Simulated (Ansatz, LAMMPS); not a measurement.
## Ge well of 16 atomic layers along [001] in random Si0.2Ge0.8, interfaces graded over 8 layers

Cell 17.11 × 17.11 × 57.46 Å, Si82Ge638, 720 atoms. Prepared with Tersoff's 1989 multicomponent potential (SiCGe.tersoff) (LAMMPS): minimisation. 

Method: PBE, support functions at accuracy medium on the grid of 370 eV (norm-conserving potentials; Ansatz, an electronic-structure program).

Basis: localised support functions (accuracy medium) on a full density matrix. k-points: zone centre alone; occupations: Fermi-Dirac, 0.010 eV; spin polarisation not allowed. No spin-orbit coupling.

| Quantity | Result |
|---|---|
| electronic character of the cell | no gap resolved at this smearing |
| coordination (neighbours within 2.974 Å) | 100.0 % 4-fold |
| Ge-Ge bonds, mean ± spread | 2.487 ± 0.005 Å |
| Ge-Si bonds, mean ± spread | 2.440 ± 0.006 Å |
| Si-Si bonds, mean ± spread | 2.389 ± 0.006 Å |
| bond angles, mean ± spread | 109.5° ± 0.9° |
| pressure | 0.34 GPa |
| cost of the final run | around 29 core-minutes (rough), 17 SCF iterations, 15 GiB |
